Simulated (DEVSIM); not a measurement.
Device: abrupt CdTe p-n junction, at 300 K.

| layer (left to right) | material | thickness (μm) | Nd (cm⁻³) | Na (cm⁻³) | τn (s) | τp (s) |
|---|---|---|---|---|---|---|
| 1 | CdTe | 7.70 | - | 4.6e15 | 8.3e-10 | 8.3e-10 |
| 2 | CdTe | 0.350 | 3.6e15 | - | 8.3e-10 | 8.3e-10 |

Left contact: ohmic. Right contact: ohmic. Voltage is applied to the left contact. Recombination: SRH at mid-gap, Auger. Mobility is μmin + (μ − μmin)/(1 + (N/Nref)^α).

Constants are typed, rounded textbook-type inputs, not results; the design itself was drawn at random and stands for no fabricated device. Values at 300 K.

```tsv
parameter	CdTe
gap (eV)	1.5
affinity (eV)	4.28
permittivity	10.2
Nc (cm⁻³)	8e17
Nv (cm⁻³)	1.8e19
μn (cm²/Vs)	1000
μp (cm²/Vs)	80
μn,min	100
μp,min	10
Nref,n	1e17
Nref,p	1e17
αn	0.6
αp	0.6
Cn (cm⁶/s)	1e-30
Cp (cm⁶/s)	1e-30
```

Simulated with DEVSIM: 1D drift-diffusion, Boltzmann statistics, complete ionisation; no tunnelling, impact ionisation, image-force lowering or self-heating.

Question: Give the dark forward current.

Answer: 
| V (V) | J (A/cm²) |
|---|---|
| 0.05 | 5.1e-10 |
| 0.10 | 1.8e-9 |
| 0.20 | 1.5e-8 |
| 0.25 | 4.0e-8 |
| 0.35 | 3.0e-7 |
| 0.40 | 8.2e-7 |
| 0.45 | 2.2e-6 |
| 0.55 | 1.7e-5 |
| 0.60 | 4.8e-5 |
| 0.70 | 0.00038 |
| 0.75 | 0.0011 |
| 0.80 | 0.0034 |
| 0.90 | 0.041 |
| 0.95 | 0.16 |
| 1.05 | 1.9 |
| 1.10 | 4.1 |
| 1.20 | 11 |
| 1.25 | 14 |
| 1.30 | 19 |
| 1.40 | 29 |
| 1.45 | 35 |
| 1.55 | 48 |
| 1.60 | 55 |
| 1.65 | 63 |
| 1.75 | 80 |
| 1.80 | 89 |
| 1.90 | 110 |
| 1.95 | 120 |
